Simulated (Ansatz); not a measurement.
Cost and result by functional for the adsorption energy of F on the 1x1 (101) surface of anatase TiO2 (cut with top plane O), one in a 2x1 cell, started at the site 'hollow O-O-O over O at depth 4.4 Å', in Ansatz (plane waves, PAW). Single points on the PBE structure, on one kind of machine; costs are rough ratios of the slab run's core time (references not counted) to the cheapest single point. r2SCAN's cost holds its higher cutoff (500 against 420 eV). Differences are taken against r2SCAN for comparison alone: no measured value is at hand, so the table doesn't rank accuracy. The points keep PBE's geometry, so the relaxation of a polaron and the settling of charge on one site are left out.

Host crystal: anatase TiO2, with a band gap (PBE, scalar-relativistic without spin-orbit coupling).

Slab: 37 atoms, 9.4 Å thick at the start under the adsorbate (thin: gaps and levels are the slab's own); k 3x4x1, smearing 0.01 eV, dipole-corrected; 14 atoms held, the rest relaxed; no symmetry held; spin-polarised, ending with about 1.0 μB a cell, a value that depends on the mesh; orders that need a larger cell were not tried, no spin-orbit, no U, no dispersion correction. The slab shows no gap over 0.04 eV on its mesh. At the end it is bonded to Ti. In PBE it is, or lies within 0.03 eV of, the lowest of the starts that converged. These notes are the PBE run's. RPBE: The program's check for a lower electronic state was not made. r2SCAN: The program's check for a lower electronic state was not made. Adsorption energies are against ½ F2(g). A negative adsorption energy means that the adsorbate is more stable on the surface than in its reference.

```
functional                     relative cost  adsorption energy (eV)  less r2SCAN (eV)
-----------------------------  -------------  ----------------------  ----------------
RPBE                                       1                   -0.71              0.05
r2SCAN                                     2                   -0.77              0.00
PBE (the relaxed run's value)              –                   -0.80             -0.03
```

The values span 0.08 eV, while the single points' costs differ by a factor of roughly 2. Differences are of unrounded values.

Ansatz is a program for electronic structure.
